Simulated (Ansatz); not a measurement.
Results of PBE-D4 (Ansatz, a program for electronic structure, plane waves, PAW) for BiVO4 (I4₁/a, No. 88, 12 atoms in the cell; start mp-23044; high-temperature phase).

Settings: plane-wave cutoff 500 eV, 12×12×12 k mesh, gaussian smearing 0.02 eV, no spin polarisation, scalar-relativistic PAW data made under PBE.

Cell (relaxed at this level):

```cif
data_Bi2O8V2
_chemical_formula_sum 'V2 Bi2 O8'
_space_group_name_H-M_alt 'P 1'
_space_group_IT_number 1
_cell_length_a 6.86883
_cell_length_b 6.86883
_cell_length_c 6.86883
_cell_angle_alpha 136.120
_cell_angle_beta 136.120
_cell_angle_gamma 63.795
loop_
_space_group_symop_operation_xyz
  'x, y, z'
loop_
_atom_site_label
_atom_site_type_symbol
_atom_site_fract_x
_atom_site_fract_y
_atom_site_fract_z
_atom_site_occupancy
V1 V 0.50000 0.50000 0.00000 1
V2 V 0.25000 0.75000 0.50000 1
Bi1 Bi 0.00000 0.00000 0.00000 1
Bi2 Bi 0.75000 0.25000 0.50000 1
O1 O 0.17210 0.56079 0.89050 1
O2 O 0.31079 0.92029 0.88869 1
O3 O 0.67029 0.28160 0.10950 1
O4 O 0.03160 0.42210 0.11131 1
O5 O 0.57790 0.68921 0.60950 1
O6 O 0.43921 0.32971 0.61131 1
O7 O 0.07971 0.96840 0.39050 1
O8 O 0.71840 0.82790 0.38869 1
```

Give the computed band gap.


* **band gap**: 2.16 eV (on the SCF k mesh)

Note: the relaxation could not lower the start's symmetry, so the cell can be a saddle point above a distorted one.

Spin–orbit coupling is not included; with these elements it can move the gap by several tenths of an eV or more.

The computed numbers hold no vibrational or temperature effects.

Cost on a shared machine: around 7 core-minutes (rough).

A start named mp-… is a Materials Project structure, which need not be a measured phase.
